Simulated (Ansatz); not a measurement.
System: NbRu (P4/mmm, No. 123, 2 atoms in the cell; start mp-432). Method: r²SCAN (Ansatz, a quantum-chemistry and plane-wave program, plane waves, PAW).

Run with plane-wave cutoff 560 eV, 18×18×16 k mesh (along the axes of the cell as run), Fermi–Dirac smearing 0.05 eV, no spin polarisation, scalar-relativistic PAW data made under PBE.

Cell (relaxed at this level):

```cif
data_NbRu
_chemical_formula_sum 'Nb1 Ru1'
_space_group_name_H-M_alt 'P4/mmm'
_space_group_IT_number 123
_space_group_name_Hall '-P 4 2'
_cell_length_a 3.05343
_cell_length_b 3.05343
_cell_length_c 3.38647
_cell_angle_alpha 90.000
_cell_angle_beta 90.000
_cell_angle_gamma 90.000
loop_
_atom_site_label
_atom_site_type_symbol
_atom_site_symmetry_multiplicity
_atom_site_Wyckoff_symbol
_atom_site_fract_x
_atom_site_fract_y
_atom_site_fract_z
_atom_site_occupancy
Nb1 Nb 1 a 0.00000 0.00000 0.00000 1
Ru1 Ru 1 d 0.50000 0.50000 0.50000 1
```

Question: Give the computed bulk modulus.

Answer: 
- bulk modulus = 249 GPa

Note: the run has no spin polarisation, so it can have missed a magnetic state; the bulk modulus is −V dP/dV from two relaxed cells at ±2 % in volume; the relaxation could not lower the start's symmetry, so the cell can be a saddle point above a distorted one.

Computed values are for the static lattice.

A start named mp-… is a Materials Project structure, which need not be a measured phase.
